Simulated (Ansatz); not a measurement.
An Ansatz (a program for electronic structure) input (plane-wave PAW DFT at the PBEsol level (Ansatz, 420 eV), no spin-orbit coupling, earlier PAW set):

Ansatz 0.2 input:
```yaml
crystal:
  lattice:
    - [4.056435805, 0, 0]
    - [0, 4.056435805, 0]
    - [0, 0, 10.1312752808]
  atoms:
    - { symbol: S, position: [0.5, 0, 0.6490923698] }
    - { symbol: S, position: [0, 0.5, 0.3509076302] }
    - { symbol: O, position: [0.5, 0, 0.0975555493] }
    - { symbol: O, position: [0, 0.5, 0.9024444507] }
    - { symbol: Hg, position: [0, 0, 0] }
    - { symbol: Hg, position: [0.5, 0.5, 0.7971121573] }
    - { symbol: Hg, position: [0, 0, 0.5] }
    - { symbol: Hg, position: [0.5, 0.5, 0.2028878427] }
basis: { ecutwfc: 420, ecutrho_ratio: 4, xc_grid: 2, fft_grid_basis: typed }
kpoints: { mp_grid: { grid: [12, 12, 5] } }
hamiltonian:
  xc: pbesol
  dispersion: none
  pseudopotentials: { azcp: { folder: ./paw }, kind: paw }
scf: { occupations: { method: fermi_dirac, width: 0.05 }, convergence: { dr2_threshold: 0.0000000008 } }
output: { forces: true, stress: true }
checkpoint: { write: state.ck, write_every: 1000 }
```

Question: Which symmetry and how many k-points will the program report, and about how many plane waves at Γ?

Answer: Space group P-4m2 (ITA 115) with 8 operations, k-points 84 of 720, and 3273 plane waves at Γ.

Each cell is one ordered arrangement of few atoms, which overstates ordering effects compared with a random alloy. No phonon test of stability was made. All final runs are without spin polarisation. The cell was made from HgS by this change: x(O) = 0.5, 8 atoms, P-4m2.
